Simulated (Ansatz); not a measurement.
Band structure of SrAg5 (P6/mmm, 6 atoms in the cell).

```
CELL_PARAMETERS angstrom
      5.71045     0.00000     0.00000
     -2.85522     4.94540     0.00000
      0.00000     0.00000     4.60490
ATOMIC_POSITIONS crystal
  Sr 0.00000 0.00000 0.00000
  Ag 0.66667 0.33333 0.00000
  Ag 0.33333 0.66667 0.00000
  Ag 0.50000 0.00000 0.50000
  Ag 0.50000 0.50000 0.50000
  Ag 0.00000 0.50000 0.50000
```

Method: PBEsol, PAW files made with PBE (plane waves; Ansatz, an electronic-structure program).

Settings: kpoints.mp_grid.grid = 5 5 5; hamiltonian.xc = pbesol; hamiltonian.pseudopotentials = {kind: paw} (the program's default PAW files); scf.occupations.method = fermi_dirac; scf.occupations.width = 0.0037 Ry; kpoints.band_path.npoints = 8.

The starting cell comes from a database of computed structures (which also holds hypothetical and non-ambient phases and stackings), without a prior relaxation at this level.

Levels in eV from the Fermi level, bands 49 to 56:
```
point     49     50     51     52     53     54    55    56
-----  -----  -----  -----  -----  -----  -----  ----  ----
Γ      -2.89  -2.89  -0.39   0.46   0.46   0.70  1.46  1.46
M      -3.62  -3.62  -2.89  -0.41  -0.15   1.63  2.43  2.89
K      -3.34  -3.34  -2.89  -2.40   1.80   2.32  2.32  2.42
A      -2.92  -2.92  -2.89   0.26   0.28   0.28  0.97  0.97
L      -3.07  -2.92  -2.06  -2.00  -1.45   1.16  1.21  1.25
H      -3.47  -2.57  -2.57  -1.47  -1.47  -0.09  0.04  3.61
```

Bands cross the Fermi level along this path, so the cell is metallic at this level.

Keys are those of Ansatz 0.2.
